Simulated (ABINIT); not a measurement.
Convergence study of the plane-wave cutoff for NbH (Cmm2, 4 atoms in the cell)

```
CELL_PARAMETERS angstrom
      1.83983    -2.38602     0.00000
      1.83983     2.38602     0.00000
      0.00000     0.00000     4.78982
ATOMIC_POSITIONS crystal
  Nb 0.75000 0.25000 0.27928
  Nb 0.25000 0.75000 0.73116
  H  0.25000 0.25000 0.00000
  H  0.75000 0.75000 0.00000
```

Method of the run: PBEsol, norm-conserving pseudopotentials (PseudoDojo nc-sr-04 PBEsol standard) (plane waves; ABINIT 10.0.3).

Base settings: pseudos = [Nb.upf, H.upf]; ecut = 41 Ha; occopt = 3; tsmear = 0.00367493 Ha; ngkpt = 4 4 3; nshiftk = 1; shiftk = 0 0 0; potentials = PseudoDojo nc-sr-04 PBEsol standard; nband = 19; kptopt = 1.

The second cell is the first with its lattice scaled by 0.98.

The mesh stays at the base's, so the ladder's end is converged at best in this setting alone.

Only quantities that move along the ladder and can be compared are tabulated.

The count of work is k-points × plane waves × bands × iterations; it is no time. 

The starting cell comes from a database of computed structures (which also holds hypothetical and non-ambient phases and stackings), without a prior relaxation at this level. Its lattice was rescaled by up to half a per cent. One atom was moved a little off its site on purpose. Spin polarisation is off. In the base run, with a pressure of about -4 GPa the cell is away from its equilibrium volume at this level. Without a gap this mesh is coarse (it stands for a supercell whose shortest vector is 12 Å).

| ecut | free energy less the last step's (meV/atom) | energy of the compressed cell less the first (meV/atom) | pressure (GPa) | largest difference of a force vector from the last step's (eV/Å) | count of work / last |
|---|---|---|---|---|---|
| 14 Ha | 3847.51 | 7.31 | -107.77 | 0.018 | 0.038 |
| 16 Ha | 2591.01 | 7.01 | -91.28 | 0.072 | 0.056 |
| 18 Ha | 1670.34 | 11.28 | -72.92 | 0.032 | 0.061 |
| 20 Ha | 1046.64 | 4.70 | -55.83 | 0.054 | 0.071 |
| 23 Ha | 486.24 | 6.16 | -34.96 | 0.001 | 0.088 |
| 25 Ha | 276.99 | 7.73 | -24.77 | 0.003 | 0.100 |
| 29 Ha | 79.46 | 6.03 | -12.32 | 0.011 | 0.12 |
| 37 Ha | 2.94 | 5.75 | -4.86 | 0.000 | 0.20 |
| 41 Ha | 0.72 | 5.75 | -4.40 | 0.000 | 0.23 |
| 49 Ha | 0.52 | 5.74 | -4.37 | 0.000 | 0.30 |
| 62 Ha | 0.27 | 5.74 | -4.36 | 0.000 | 0.47 |
| 82 Ha | 0.07 | 5.73 | -4.36 | 0.000 | 0.71 |
| 98 Ha | 0.00 | 5.73 | -4.36 | 0.000 | 1.0 |

Coarsest ecut that holds the energy of the compressed cell less the first within 0.2 meV/atom of the last step, with all finer ones: 37 Ha, at 0.20 of the last step's count of work; the step before is off by 0.30 meV/atom.

Coarsest ecut that holds the free energy within 2 meV/atom of the last step, with all finer ones: 41 Ha, at 0.23 of the last step's count of work; the step before is off by 2.9 meV/atom.

Coarsest ecut that holds the pressure within 0.2 GPa of the last step, with all finer ones: 41 Ha, at 0.23 of the last step's count of work; the step before is off by 0.50 GPa.

The energy difference between the two cells stays within 1 meV/atom of the last step's from 29 Ha on, the total only from 41 Ha on: much of the error is common to both cells and cancels.

At the lowest cutoff the pressure lies 103 GPa under the last step's, the usual sign of Pulay stress in an incomplete plane-wave basis.
